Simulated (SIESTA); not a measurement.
**A self-consistent single point of Ti3Be (P6_3/mmc, 8 atoms in the cell) with SIESTA**

Computed with LDA PW92, numerical atomic orbitals DZP, PseudoDojo LDA standard norm-conserving potentials (rewritten from UPF to PSML) run with SIESTA 5.4.2.

Input:

```
# files in the folder: Ti.psml Be.psml (PseudoDojo LDA standard)
SystemName  Ti3Be
SystemLabel Ti3Be

NumberOfAtoms                8
NumberOfSpecies              2
%block ChemicalSpeciesLabel
  1 22 Ti
  2 4 Be
%endblock ChemicalSpeciesLabel
LatticeConstant              1.0 Ang
%block LatticeVectors
     5.497304000    0.000000000    0.000000000
    -2.748652000    4.760805000    0.000000000
     0.000000000    0.000000000    4.442258000
%endblock LatticeVectors
AtomicCoordinatesFormat      ScaledCartesian
%block AtomicCoordinatesAndAtomicSpecies
     1.436610454    0.829427447    3.331693500  1
     1.312041546    3.931377553    1.110564500  1
    -0.000000000    1.658854894    1.110564500  1
     2.748652000    3.101950106    3.331693500  1
     4.060693546    0.829427447    3.331693500  1
    -1.312041546    3.931377553    1.110564500  1
     2.748654749    1.586933413    1.110564500  2
    -0.000002749    3.173871587    3.331693500  2
%endblock AtomicCoordinatesAndAtomicSpecies

XC.functional                LDA
XC.authors                   PW92
PAO.BasisSize                DZP
PAO.EnergyShift              0.005 Ry
PAO.Polarization.NonPerturbative true
MeshCutoff                   400 Ry
%block kgrid.MonkhorstPack
    5   0   0  0.0
    0   5   0  0.0
    0   0   6  0.0
%endblock kgrid.MonkhorstPack
OccupationFunction           MP
OccupationMPOrder            0
ElectronicTemperature        100.0 meV

MaxSCFIterations             150
SCF.Mixer.Method             Broyden
SCF.Mixer.Weight             0.1
SCF.Mixer.History            8
SCF.DM.Tolerance             1.0E-04
Diag.ParallelOverK           true
WriteForces                  true
```

Output, abridged:

```
reinit: Reading from file input.fdf

reinit: System Name: Ti3Be
reinit: System Label: Ti3Be

coor:   Atomic-coordinates input format  =     Cartesian coordinates
coor:                                          (in units of alat)

siesta: Atomic coordinates (Bohr) and species
siesta:      2.71480   1.56739   6.29599  1        1
siesta:      2.47940   7.42923   2.09866  1        2
siesta:     -0.00000   3.13478   2.09866  1        3
siesta:      5.19420   5.86184   6.29599  1        4
siesta:      7.67360   1.56739   6.29599  1        5
siesta:     -2.47940   7.42923   2.09866  1        6
siesta:      5.19420   2.99887   2.09866  2        7
siesta:     -0.00001   5.99775   6.29599  2        8

siesta: System type = bulk

initatomlists: Number of atoms, orbitals, and projectors:      8   126   124

siesta: ******************** Simulation parameters ****************************
redata: Spin configuration                          = none
redata: Time-Reversal Symmetry                      = T
redata: Number of Atomic Species                    =        2
redata: Mesh Cutoff                                 =   400.0000 Ry
redata: Net charge of the system                    =     0.0000 |e|
redata: Min. number of SCF Iter                     =        0
redata: Max. number of SCF Iter                     =      150
redata: SCF convergence failure will abort job
redata: SCF mix quantity                            = Hamiltonian
redata: Mix DM or H after convergence               =   F
redata: Recompute H after scf cycle                 =   F
redata: Mix DM in first SCF step                    =   T
redata: No kicks to SCF
redata: DM Mixing Weight for Kicks                  =     0.5000
redata: Require Harris convergence for SCF          =   F
redata: Harris energy tolerance for SCF             =     0.000100 eV
redata: Require DM convergence for SCF              =   T
redata: DM tolerance for SCF                        =     0.000100
redata: Require EDM convergence for SCF             =   F
redata: EDM tolerance for SCF                       =     0.001000 eV
redata: Require H convergence for SCF               =   T
redata: Hamiltonian tolerance for SCF               =     0.001000 eV
redata: Require (free) Energy convergence for SCF   =   F
redata: (free) Energy tolerance for SCF             =     0.000100 eV
redata: Using DFT-D3 dispersion                     =   F
redata: Using Saved Data (generic)                  =   F
redata: Method of Calculation                       = Diagonalization
redata: Electronic Temperature                      =  1160.4518 K
redata: Number of TDED substeps                     =        3
redata: Dynamics option                             = Single-point calculation
redata: Save all siesta data in one NC              =   F
redata: ***********************************************************************

%block SCF.Mixers
  Broyden
%endblock SCF.Mixers

%block SCF.Mixer.Broyden
  # Mixing method
  method broyden

  # Mixing options
  weight 0.1000
  weight.linear 0.1000
  weight.prime 0.1000
  history 8
%endblock SCF.Mixer.Broyden

DM_history_depth set to one: no extrapolation allowed by default for geometry relaxation
Size of DM history Fstack: 1
Total number of electrons:    80.000000
Total ionic charge:    80.000000

* ProcessorY, Blocksize:    1  64

* Orbital distribution balance (max,min):   126   126

k-point displ. along   3 input, could be:     0.00    0.50
 Kpoints in:           90 . Kpoints trimmed:           78

siesta: k-grid: Number of k-points = 78
siesta: k-points from Monkhorst-Pack grid
siesta: k-cutoff (effective) =    13.327 Ang
siesta: k-point supercell and displacements
siesta: k-grid:     5     0     0      0.000
siesta: k-grid:     0     5     0      0.000
siesta: k-grid:     0     0     6      0.000

diag: Algorithm                                     = D&C
diag: Parallel over k                               =   F
diag: Use parallel 2D distribution                  =   F
diag: Parallel block-size                           = 64
diag: Parallel distribution                         =     1 x     1
diag: Used triangular part                          = Lower
diag: Absolute tolerance                            =  0.100E-15
diag: Orthogonalization factor                      =  0.100E-05
diag: Memory factor                                 =  1.0000

superc: Internal auxiliary supercell:     5 x     5 x     5  =     125
superc: Number of atoms, orbitals, and projectors:   1000  15750  15500

                        Single-point calculation

superc: Internal auxiliary supercell:     5 x     5 x     5  =     125
superc: Number of atoms, orbitals, and projectors:   1000  15750  15500

outcell: Unit cell vectors (Ang):
        5.497304    0.000000    0.000000
       -2.748652    4.760805    0.000000
        0.000000    0.000000    4.442258

outcell: Cell vector modules (Ang)   :    5.497304    5.497304    4.442258
outcell: Cell angles (23,13,12) (deg):     90.0000     90.0000    120.0000
outcell: Cell volume (Ang**3)        :    116.2610
new_DM -- step:     1
Initializing Density Matrix...

Attempting to read DM from file... Failed...
DM filled with atomic data:

InitMesh: MESH = 60 x 60 x 54 = 194400
InitMesh: Mesh cutoff (required, used) =   400.000   408.396 Ry

stepf: Methfessel-Paxton step function
       Using Hermite-Gauss polynomials of order  0

        iscf     Eharris(eV)        E_KS(eV)     FreeEng(eV)     dDmax    Ef(eV) dHmax(eV)
   scf:    1   -10275.974437   -10416.291591   -10416.360261  7.551640 -7.173122 16.102133
   scf:    2   -10439.049884   -10428.522402   -10428.587523  1.913032 -7.605868 10.573326
   scf:    3   -10440.873817   -10438.715728   -10438.781529  2.958969 -8.540687  0.475130
   scf:    4   -10438.661407   -10438.785009   -10438.853706  0.298551 -8.456433  0.989424
   scf:    5   -10438.912637   -10438.883295   -10438.953016  0.204752 -8.552673  0.100950
   scf:    6   -10438.886286   -10438.885983   -10438.955135  0.010990 -8.552700  0.040457
   [... 4 lines left out ...]
   scf:   11   -10438.887136   -10438.887138   -10438.956476  0.000274 -8.557185  0.001132
   scf:   12   -10438.887136   -10438.887137   -10438.956477  0.000150 -8.557228  0.000934
   scf:   13   -10438.887135   -10438.887136   -10438.956477  0.000136 -8.557266  0.000730
   scf:   14   -10438.887135   -10438.887135   -10438.956477  0.000115 -8.557300  0.000591
   scf:   15   -10438.887134   -10438.887135   -10438.956477  0.000083 -8.557328  0.000504

SCF Convergence by DM+H criterion
max |DM_out - DM_in|         :     0.0000825966
max |H_out - H_in|      (eV) :     0.0005039569
SCF cycle converged after 15 iterations

Using DM_out to compute the final energy and forces

siesta: E_KS(eV) =           -10438.8871

siesta: E_KS - E_eggbox =    -10438.8871

siesta: Atomic forces (eV/Ang):
     1   -0.013303   -0.007677   -0.000000
     2    0.013303    0.007677   -0.000000
     3    0.000003   -0.015359   -0.000000
     4   -0.000003    0.015359   -0.000000
     5    0.013301   -0.007680   -0.000000
     6   -0.013301    0.007680   -0.000000
     7   -0.000013    0.000007    0.000000
     8    0.000013   -0.000007    0.000000
   Tot   -0.000000   -0.000000   -0.000000
   Max    0.015359
   Res    0.007679    sqrt( Sum f_i^2 / 3N )
   Max    0.015359    constrained

Stress tensor Voigt[x,y,z,yz,xz,xy] (kbar):       78.49       78.49       67.65        0.00       -0.00       -0.00
(Free)E + p*V (eV/cell)   -10444.3897
Target enthalpy (eV/cell)   -10438.9565

siesta: Program's energy decomposition (eV):
siesta: Ebs     =     -2957.050617
siesta: Eions   =     15104.974553
siesta: Ena     =      2197.058989
siesta: Ekin    =      4326.059738
siesta: Enl     =      -412.089090
siesta: Eso     =         0.000000
siesta: Edftu   =         0.000000
siesta: DEna    =        89.250996
siesta: DUscf   =         3.976186
siesta: DUext   =         0.000000
siesta: Ex      =     -1388.302761
siesta: Ec      =      -149.866641
siesta: Exc     =     -1538.169402
siesta: Eharris =    -10438.887134
siesta: Etot    =    -10438.887135
siesta: FreeEng =    -10438.956477

siesta: Stress tensor (static) (eV/Ang**3):
siesta:     0.048989   -0.000000   -0.000000
siesta:    -0.000000    0.048989    0.000000
siesta:    -0.000000    0.000000    0.042223

siesta: Cell volume =        116.260966 Ang**3

siesta: Pressure (static):
siesta:                Solid            Molecule  Units
siesta:          -0.00050899         -0.00051335  Ry/Bohr**3
siesta:          -0.04673341         -0.04713352  eV/Ang**3
siesta:         -74.87517282        -75.51622589  kBar
```

The run converged in 15 iterations.

The starting cell comes from a database of computed structures (which also holds hypothetical and non-ambient phases and stackings), without a prior relaxation at this level. Its lattice was rescaled by a random factor within 2.5 % of one. Spin polarisation is off. Values carry the incompleteness of an atom-centred basis. With a pressure of about -7 GPa the cell is away from its equilibrium volume at this level.

Cost on one core of a shared machine: roughly 80 s.
